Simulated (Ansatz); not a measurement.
System: B2CO (model structure, P-4m2, No. 115, 4 atoms in the cell). Method: r²SCAN in Ansatz (PAW).

Settings: plane-wave cutoff 560 eV, 12×12×10 k mesh (along the axes of the cell as run), Fermi–Dirac smearing 0.01 eV, scalar-relativistic PAW data made under PBE.

Cell (relaxed with PBEsol):

```xyz
4
Lattice="2.6447 0.0000 0.0000 0.0000 2.6447 0.0000 0.0000 0.0000 3.6511" Properties=species:S:1:pos:R:3 pbc="T T T"
B      0.0000     1.3224     0.8375
B      1.3224     0.0000     2.8137
C      0.0000     0.0000     0.0000
O      1.3224     1.3224     1.8256
```

### Question
Predict the band gap and smallest direct gap on the k points sampled.

### Answer

* **band gap**: 2.22 eV (indirect)
* **smallest direct gap on the k points sampled**: 2.97 eV

Note: the relaxation could raise the start's symmetry but not lower it, so the cell can be a saddle point; cell and atoms aren't relaxed at this level (largest force component 0.19 eV/Å, pressure 1.3 GPa).

Computed values are for the static lattice.

It cost about 13 core-seconds (a rough figure) of CPU time.

A model structure was made by putting elements into a prototype or built by hand; it is no filed structure, need not be a known phase, and can be a saddle point held by its symmetry.

Ansatz is a quantum-chemistry and plane-wave program.
